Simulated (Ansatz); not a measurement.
Base system: GaAs in the zinc blende structure (space group F-43m, No. 216; a = 5.666 Å). Axes: x, y, z lie along the cube axes.

Computed with Kohn–Sham DFT with the r2SCAN functional, run in Ansatz (a first-principles code) with PAW and 500 eV plane waves, no SOC, earlier PAW set.

A first run, uniaxial strain ε_xx = −1.08 %, gives secant values C11 ≈ 120 GPa and C12 ≈ 52 GPa from its stress. A second run applies biaxial strain +2.50 %, plane normal [001], relaxed out of plane.

What does linear elasticity predict for −ε⊥/ε∥ in the second run, and what does the run give?

Linear elasticity: 2 C12/C11 = 0.87. The run gives 0.86; any difference comes from nonlinear terms at these strains and numerical noise.

No phonon test of stability was made.
